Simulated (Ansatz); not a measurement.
## Ansatz run on CsGeI3 (Cm, 5 atoms in the cell): self-consistent single point

Level of theory: LDA (PW92), default PAW files made with PBE (plane waves; Ansatz, a first-principles code).

Input as run:

Ansatz 0.2 input:
```yaml
crystal:
  lattice:
    - [4.366425, -4.236858, 0.000000]
    - [4.366425, 4.236858, 0.000000]
    - [-0.325238, 0.000000, 6.137853]
  atoms:
    - { symbol: Cs, position: [0.910990, 0.910990, 0.586610] }
    - { symbol: Ge, position: [0.372650, 0.372650, 0.134140] }
    - { symbol: I, position: [0.411620, 0.411620, 0.580770] }
    - { symbol: I, position: [0.919930, 0.408810, 0.093240] }
    - { symbol: I, position: [0.408810, 0.919930, 0.093240] }
basis:
  ecutwfc: 30.9 Ry
kpoints:
  mp_grid: { grid: [3, 3, 3] }
hamiltonian:
  xc: lda
  pseudopotentials: { kind: paw }
scf:
  occupations: { method: fixed }
output:
  forces: true
  eigenvalues: true
  stress: true
```

Log, with long lists cut:

```
WARN ansatz: RAYON_NUM_THREADS=1 ignored (pool sized by the plan → 1); use --threads N
Pseudopotentials: kind: paw
Pseudopotential: Cs, paw, valence charge 9
Pseudopotential: Ge, paw, valence charge 14
Pseudopotential: I, paw, valence charge 17
Crystal: 5 atoms, lattice volume = 227.100 Å³
Basis set: ecut = 420.4159175005146 eV, 4463 PW (Γ)
Bands: 45, of which v1, the nominal top of the filled ones, is band 37 counted from 1 (36 counted from 0)
Symmetry: 2 space group operations
Space group: Cm (ITA 8), of the structure as read, at distance tolerance 6.1e-5 Å
k-points: 10 of 27 (time reversal used)
PAW frozen core: Cs, regenerated for the run's functional, and the local potential with it
PAW frozen core: Ge, regenerated for the run's functional, and the local potential with it
PAW frozen core: I, regenerated for the run's functional, and the local potential with it
Initial density: superposition of atomic densities (neutral atoms: chi_scale 0, normalization atom), corrected by the library's trained network
Initial wavefunctions: pseudopotential atomic-orbital guess
Eigensolver: davidson
Functional: x = slater, c = lda
SCF iter   1: F=—  HF=-31792.217139 eV  |F-HF|=—  |Δ(HF+E_count)|=         —  Δρ=3.77e-3  dr2=2.50e-2  ethr=1.77e-3  ⟨swp⟩=5.3  Hψ=1558  notcnv=0  defer=53
all-band conjugate gradients solve this SCF's bands
preconditioner: auto → Resta (q_TF=auto, 2.263 Å⁻¹)
SCF iter   2: F=—  HF=-31792.207904 eV  |F-HF|=—  |Δ(HF+E_count)|=   9.23e-3  Δρ=2.11e-3  dr2=6.80e-3  ethr=3.38e-5  ⟨swp⟩=3.3  Hψ=835  notcnv=0  defer=60
SCF iter   3: F=—  HF=-31792.207173 eV  |F-HF|=—  |Δ(HF+E_count)|=   7.31e-4  Δρ=4.20e-4  dr2=5.32e-4  ethr=9.19e-6  ⟨swp⟩=3.6  Hψ=837  notcnv=0  defer=60
SCF iter   4: F=—  HF=-31792.206938 eV  |F-HF|=—  |Δ(HF+E_count)|=   2.35e-4  Δρ=1.45e-4  dr2=6.93e-5  ethr=7.19e-7  ⟨swp⟩=2.0  Hψ=807  notcnv=0  defer=60
SCF iter   5: F=—  HF=-31792.206912 eV  |F-HF|=—  |Δ(HF+E_count)|=   2.55e-5  Δρ=5.90e-5  dr2=9.89e-6  ethr=9.37e-8  ⟨swp⟩=2.0  Hψ=645  notcnv=0  defer=59
SCF iter   6: F=—  HF=-31792.206910 eV  |F-HF|=—  |Δ(HF+E_count)|=   2.55e-6  Δρ=1.74e-5  dr2=1.33e-6  ethr=1.34e-8  ⟨swp⟩=2.0  Hψ=789  notcnv=0  defer=59
SCF iter   7: F=—  HF=-31792.206910 eV  |F-HF|=—  |Δ(HF+E_count)|=   1.95e-7  Δρ=5.03e-6  dr2=1.26e-7  ethr=1.80e-9  ⟨swp⟩=2.0  Hψ=639  notcnv=0  defer=59
SCF iter   8: F=-31792.206910 eV  HF=-31792.206910 eV  |F-HF|=1.22e-9  |Δ(HF+E_count)|=   1.53e-8  Δρ=1.19e-6  dr2=5.57e-9  ethr=1.35e-10  ⟨swp⟩=15.8  Hψ=2679  notcnv=0
SCF 1 converged in 8 iterations: F = -31792.206910 eV  dr2 = 5.57e-9
SCF converged after 8 iterations
Free energy (F): -31792.206910 eV
Harris-Foulkes:  -31792.206910 eV  (|F-HF|=1.22e-9)
Internal energy: -31792.206910 eV  (E = F + TS)
E sigma→0 (E₀):  -31792.206910 eV
Fermi energy:    3.328532 eV
--- Per-component energies (eV) ---
  E_band       = -1488.946887
  E_kinetic    = 818.848527
  E_local      = -10384.456623  (includes V_loc(G=0)·N_el)
  E_nonlocal   = 191.224108
  E_hartree    = 5024.271895
  E_xc         = -628.236112
  E_vxc        = -575.344178  (∫ρ·V_xc dr)
  E_paw        = -20817.771230  (= ΣΔE_a)
  E_vpaw       = -1587.761491  (= ΣTr[D̂ρ^β])
  E_aug_tail   = 0.000413  (compensation charges beyond the density's cutoff)
  E_ewald      = -6000.610417
  E_core_change = 4.522528  (= ΣΔE_core)
  E_smearing   = -0.000000  (= −TS)
  E_closure    = -0.000000  (closes the sum)
  Σ components = -31792.206910   (vs F -31792.206910, Δ=0.00e0)
--- Forces (eV/Å), atoms counted from 1 ---
  atom   1  Cs    -0.00129700     0.00000000    -0.00075557
  atom   2  Ge     0.15887354     0.00000000    -0.11167561
  atom   3  I     -0.03070988     0.00000000     0.07070080
  atom   4  I     -0.06341744     0.04233253     0.02085557
  atom   5  I     -0.06341744    -0.04233253     0.02085557
  max |Σ_I F_I| component: 3.18e-5 eV/Å
--- Stress (GPa, compression-positive) ---
       -2.068972       0.000000       0.037309
        0.000000      -2.027045       0.000000
        0.037309       0.000000      -2.075101
  P = ⅓ Tr σ = -2.0570 GPa (-20.570 kbar)
  The stress holds the Pulay correction. Without it, at fixed plane waves, as pw.x and ABINIT print it: P = -2.0762 GPa
--- Band table (eV; the first three rows and the last of 10) ---
  k-point 0: bands = ["-40.3204", "-40.3032", "-40.3029", "-40.2747", "-40.2744", "-40.2579", "-40.2579", "-40.2564", "-40.2557", "-40.1509", "-40.1501", "-40.1320", "-40.1320", "-40.1313", "-40.1311", "-20.5728", "-20.5721", "-20.5579", "-20.5578", [...]
  k-point 1: bands = ["-40.3203", "-40.3032", "-40.3029", "-40.2747", "-40.2744", "-40.2579", "-40.2579", "-40.2564", "-40.2557", "-40.1509", "-40.1501", "-40.1320", "-40.1320", "-40.1313", "-40.1311", "-20.5728", "-20.5721", "-20.5579", "-20.5578", [...]
  k-point 2: bands = ["-40.3204", "-40.3031", "-40.3029", "-40.2747", "-40.2744", "-40.2579", "-40.2579", "-40.2563", "-40.2558", "-40.1509", "-40.1501", "-40.1320", "-40.1320", "-40.1313", "-40.1312", "-20.5728", "-20.5721", "-20.5580", "-20.5578", [...]
  k-point 9: bands = ["-40.3204", "-40.3031", "-40.3030", "-40.2747", "-40.2744", "-40.2580", "-40.2579", "-40.2561", "-40.2560", "-40.1509", "-40.1501", "-40.1320", "-40.1320", "-40.1312", "-40.1312", "-20.5728", "-20.5720", "-20.5580", "-20.5578", [...]
```

The run converged in 8 iterations.

The starting cell comes from a database of computed structures (which also holds hypothetical and non-ambient phases and stackings), without a prior relaxation at this level. Its lattice was rescaled by up to half a per cent. Spin-orbit coupling is off. Ansatz's pressure includes its estimate of the finite-basis (Pulay) stress.
